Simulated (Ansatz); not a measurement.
For SnGeSiC (model structure, Pmm2, No. 25, 4 atoms in the cell), LDA in Ansatz (PAW) gives:

bulk modulus B0: 96.3 GPa
cohesive energy: 5.28 eV/atom

Question: What does r²SCAN (plane waves, PAW; Ansatz, an electronic-structure program) give for the same quantities?

Answer: 
- bulk modulus: 93.3 GPa (shrinks by 3.1 %)
- cohesive energy: 4.38 eV/atom (shrinks by 0.90 eV/atom)

Changes are worked out from the printed values.

Unless a cell is named, each level is at its own relaxed cell (LDA 17.46, r²SCAN 18.03 Å³/atom).

Levels without +SOC leave out spin–orbit coupling, which shifts energies and cells of such heavy elements.

Caveats: the bulk modulus is −V dP/dV from two relaxed cells at ±2 % in volume (LDA, r²SCAN). Ansatz's density-functional and Hartree–Fock values are scalar-relativistic unless marked +SOC, with PAW data made under PBE.

A model structure was made by putting elements into a prototype or built by hand; it is no filed structure, need not be a known phase, and can be a saddle point held by its symmetry.
